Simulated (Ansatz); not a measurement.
Relaxed 54-atom cells of In(As,Sb) in the zinc blende type, of low symmetry and near-random order, with the end members in the same type and cell. Here −b is the interaction parameter Ω of a regular solution. Left out are ordered and sheared cells and those that changed their type; one cell stands for each fraction.

Computed with PBE (plane waves to 420 eV, PAW; Ansatz, a program for electronic structure). No spin–orbit coupling; with elements this heavy it can move edges by tenths of an eV.

```csv
cell,fraction of Sb,mixing enthalpy (meV a mixed site)
InAs,0,0
In9As5Sb4,0.4444,38
In27As10Sb17,0.6296,withheld
In27As2Sb25,0.9259,9
InSb,1,0
```

Q: Fit y = y0 + (y1 − y0) x − b x (1 − x), with y0 and y1 the end rows to the rows shown by least squares, with x the second column and y the third, and predict the withheld row.

A: The fit gives b = -152, with a root-mean-square miss of 0.8 on the rows shown. At x = 0.6296 it predicts 35; the run gives 35, a miss of 0.
